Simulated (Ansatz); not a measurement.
Ansatz (a program for electronic structure) run on Mn3Sn (P6_3/mmc, 8 atoms in the cell): self-consistent single point.

Method of the run: PBE (plane waves, PAW; Ansatz).

```yaml
crystal:
  lattice:
    - [5.68891, 0.00000, 0.00000]
    - [-2.84446, 4.92674, 0.00000]
    - [0.00000, 0.00000, 4.58142]
  atoms:
    - { symbol: Mn, position: [0.83807, 0.67614, 0.75000], spin: 4.0 }
    - { symbol: Mn, position: [0.16193, 0.32386, 0.25000], spin: 4.0 }
    - { symbol: Mn, position: [0.16193, 0.83807, 0.25000], spin: 4.0 }
    - { symbol: Mn, position: [0.83807, 0.16193, 0.75000], spin: 4.0 }
    - { symbol: Mn, position: [0.32386, 0.16193, 0.75000], spin: 4.0 }
    - { symbol: Mn, position: [0.67614, 0.83807, 0.25000], spin: 4.0 }
    - { symbol: Sn, position: [0.66667, 0.33333, 0.25000] }
    - { symbol: Sn, position: [0.33333, 0.66667, 0.75000] }
```
(The spins are starting values, not results.)

Reference input (self-consistent single point, DFT, PBE, plane waves, default PAW files): kpoints.mp_grid.grid = 5 5 5; hamiltonian.xc = pbe; hamiltonian.pseudopotentials = {kind: paw} (the program's default PAW files); magnetization.spin_polarized = true; scf.occupations.method = methfessel_paxton; scf.occupations.width = 0.0147 Ry. This run's input differs from it in these lines:

Ansatz 0.2 input:
```diff
@@ -23,3 +23,3 @@
 scf:
-  occupations: { method: methfessel_paxton, width: 0.0147 Ry }
+  occupations: { method: methfessel_paxton, width: 0.0073 Ry }
 output:
```

The program printed (abridged):

```
SCF iter   1: F=—  HF=-35437.329922 eV  |F-HF|=—  |Δ(HF+E_count)|=         —  Δρ=5.32e-2 (↑5.32e-2 ↓3.86e-2)  dr2=1.69e0  dr2_m=2.27e0  M=19.165 μB ∫|m|=19.878 μB  β_m=0.30  ethr=1.42e-3  ⟨swp⟩=1.8  Hψ=12499  notcnv=0
Mixer restart at iter 1: flushing history
all-band conjugate gradients solve this SCF's bands
preconditioner: auto → Kerker (q_TF=auto, 2.690 Å⁻¹)
spin=Collinear: Kerker preconditioning applied to the charge; magnetization (m = ρ↑ − ρ↓) channel mixes plain (no charge-response kernel on spin).
   [... lines left out ...]
SCF iter  13: F=—  HF=-35439.682531 eV  |F-HF|=—  |Δ(HF+E_count)|=   2.13e-7  S|Δr|=    0.00e0  Δρ=2.09e-5 (↑2.09e-5 ↓1.07e-5)  dr2=9.91e-7  dr2_m=3.42e-8  M=19.034 μB ∫|m|=20.065 μB  β_m=0.71  ethr=6.80e-10  ⟨swp⟩=2.0  Hψ=4025  notcnv=0  defer=339
SCF iter  14: F=-35439.682530 eV  HF=-35439.682530 eV  |F-HF|=2.68e-8  |Δ(HF+E_count)|=   2.08e-7  S|Δr|=    0.00e0  Δρ=2.94e-6 (↑2.94e-6 ↓2.03e-6)  dr2=3.47e-8  dr2_m=1.01e-9  M=19.034 μB ∫|m|=20.065 μB  ethr=8.47e-11  ⟨swp⟩=9.6  Hψ=13263  notcnv=0
SCF 1 converged in 14 iterations: F = -35439.682530 eV  dr2 = 3.47e-8
WARN: an SCF from ferrimagnetic starting moments (-4.00, -4.00, 4.00, 4.00, 4.00, 4.00, 0.00, 0.00 Bohr magnetons, atom by atom) was not made, by what the run …
   [... lines left out ...]
Absolute magnetization: 20.0751 μB (∫|ρ↑−ρ↓|, with the PAW one-centre terms)
Free energy (F): -35439.682530 eV
Fermi energy:    14.831858 eV
   [... lines left out ...]
  atom   8  Sn     0.00000000    -0.00000000     0.00000000
--- Stress (GPa, compression-positive) ---
       -5.060530       0.000000       0.000000
        0.000000      -5.060530       0.000000
        0.000000       0.000000      -5.100349
  P = ⅓ Tr σ = -5.0738 GPa (-50.738 kbar)
  The stress holds the Pulay correction. Without it, at fixed plane waves, as pw.x and ABINIT print it: P = -5.1430 GPa
```

The run converged in 14 iterations. Against the reference run the free energy is nearly the same (within 1 meV/atom), the pressure goes from -4.95 to -5.07 GPa, the largest force goes from 0.029 to 0.017 eV/Å and the size of the net moment moves little (2.39 to 2.38 μB/atom).

The starting cell comes from a database of computed structures (which also holds hypothetical and non-ambient phases and stackings), without a prior relaxation at this level. Its lattice was rescaled by a random factor within 2.5 % of one. The magnetic order is the one reached from the typed start; others were not searched systematically. The program warned that, by what it read of turns of the moments, another magnetic order lies lower. With a pressure of about -5 GPa the cell is away from its equilibrium volume at this level. Ansatz's pressure includes its estimate of the finite-basis (Pulay) stress.
